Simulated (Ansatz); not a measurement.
Results of r²SCAN (PAW; Ansatz, a first-principles code) for AuSb₂ (Pa-3, No. 205, 12 atoms in the cell; start COD 9016730).

Numerical settings: plane-wave cutoff 560 eV, 8×8×8 k mesh, Fermi–Dirac smearing 0.05 eV, scalar-relativistic PAW data made under PBE.

Cell (relaxed at this level):

```
AuSb2
1.0
    6.73605     0.00000     0.00000
    0.00000     6.73605     0.00000
    0.00000     0.00000     6.73605
Au Sb
4 8
Direct
  0.00000   0.50000   0.50000
  0.50000   0.50000   0.00000
  0.50000   0.00000   0.50000
  0.00000   0.00000   0.00000
  0.37660   0.12340   0.87660
  0.62340   0.87660   0.12340
  0.12340   0.87660   0.37660
  0.87660   0.12340   0.62340
  0.87660   0.37660   0.12340
  0.12340   0.62340   0.87660
  0.62340   0.62340   0.62340
  0.37660   0.37660   0.37660
```

What does this level give for the bulk modulus?


* **bulk modulus**: 81.0 GPa

The run finds no gap.

Note: the bulk modulus is −V dP/dV from two relaxed cells at ±2 % in volume; the relaxation could not lower the start's symmetry, so the cell can be a saddle point above a distorted one.

Spin–orbit coupling is not included; it can open a gap where bands touch, and shift volumes and moduli.
